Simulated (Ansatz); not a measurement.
Levels about the gap of amorphous Al$_{28}$O$_{45}$Lu$_{2}$ (75 atoms in a cell of 834 Å³, 3.63 g/cm³; zone centre alone, so wide bands show as single levels with stretches between that a denser mesh fills), at the geometry that PBE relaxed, where it gives 2.9 GPa on a denser mesh. The participation number counts the atoms over which a state spreads; weights are charges in smoothed Voronoi cells. The levels come from a single point, so bond lengths are those of that geometry. Method of the levels: PBE, scalar-relativistic without spin-orbit coupling (Ansatz, a quantum-chemistry and plane-wave program). Sampling: the zone centre alone; Fermi-Dirac width 0.02 eV; no spin polarisation. At PBE the levels at the filled edge of the gap are localised (band-tail or defect states), and the nearest spread-out levels lie 4.1 eV apart at the zone centre.

The cell was made by melting and quenching with the CHGNet potential and then relaxed with DFT. O atoms were pushed apart under 1.9 Å during the dynamics, to hinder bonds among them. The hot cell started wider than the set density and was brought back towards it in steps. It is the lowest in DFT energy of 2 quenches. It is a model cell: composition and starting density were chosen by hand, and all elements were melted together. No dispersion term was used. Its density started from a set value of 3.63 and ended at 3.63 g/cm³. The quench (nominally 280 K/ps over its main leg) was far faster than any real one, so the model tends to hold more defects than a real film. A cell of this size samples the disorder only roughly. The volume was held where the preparation left it and the shape relaxed, at a PBE pressure of 2.9 GPa. Stress components on the final sampling reach 3.0 GPa.

```json
[
 {"E - E(highest filled), eV": "-0.58", "filling": "filled", "participation number": "17.5", "largest on": "O, 2 neighbours", "weight O": "0.93", "weight Lu": "0.02", "weight Al": "0.05"},
 {"E - E(highest filled), eV": "-0.55", "filling": "filled", "participation number": "22.1", "largest on": "O, 3 neighbours", "weight O": "0.93", "weight Lu": "0.02", "weight Al": "0.05"},
 {"E - E(highest filled), eV": "-0.50", "filling": "filled", "participation number": "14.9", "largest on": "O, 3 neighbours", "weight O": "0.93", "weight Lu": "0.03", "weight Al": "0.05"},
 {"E - E(highest filled), eV": "-0.45", "filling": "filled", "participation number": "14.6", "largest on": "O, 2 neighbours", "weight O": "0.93", "weight Lu": "0.02", "weight Al": "0.05"},
 {"E - E(highest filled), eV": "-0.37", "filling": "filled", "participation number": "12.6", "largest on": "O, 2 neighbours", "weight O": "0.94", "weight Lu": "0.01", "weight Al": "0.05"},
 {"E - E(highest filled), eV": "-0.25", "filling": "filled", "participation number": "5.9", "largest on": "O, 3 neighbours", "weight O": "0.92", "weight Lu": "0.04", "weight Al": "0.04"},
 {"E - E(highest filled), eV": "0.00", "filling": "filled", "participation number": "3.4", "largest on": "O, 3 neighbours", "weight O": "0.95", "weight Lu": "0.00", "weight Al": "0.04"},
 {"E - E(highest filled), eV": "3.55", "filling": "empty", "participation number": "71.1", "largest on": "O, 3 neighbours", "weight O": "0.60", "weight Lu": "0.03", "weight Al": "0.37"},
 {"E - E(highest filled), eV": "5.47", "filling": "empty", "participation number": "11.6", "largest on": "Lu, 9 neighbours", "weight O": "0.50", "weight Lu": "0.28", "weight Al": "0.22"},
 {"E - E(highest filled), eV": "5.68", "filling": "empty", "participation number": "28.9", "largest on": "Lu, 9 neighbours", "weight O": "0.54", "weight Lu": "0.15", "weight Al": "0.31"},
 {"E - E(highest filled), eV": "5.76", "filling": "empty", "participation number": "28.4", "largest on": "Lu, 6 neighbours", "weight O": "0.54", "weight Lu": "0.19", "weight Al": "0.26"},
 {"E - E(highest filled), eV": "5.86", "filling": "empty", "participation number": "39.4", "largest on": "Lu, 9 neighbours", "weight O": "0.56", "weight Lu": "0.13", "weight Al": "0.31"},
 {"E - E(highest filled), eV": "5.97", "filling": "empty", "participation number": "6.7", "largest on": "Lu, 9 neighbours", "weight O": "0.45", "weight Lu": "0.38", "weight Al": "0.18"},
 {"E - E(highest filled), eV": "6.01", "filling": "empty", "participation number": "18.7", "largest on": "Lu, 9 neighbours", "weight O": "0.51", "weight Lu": "0.25", "weight Al": "0.25"}
]
```

Most localised among these is the filled level at +0.00 eV, on a O atom, which has 3 neighbours (Al 1.81 Å, Al 1.83 Å, Al 1.98 Å).
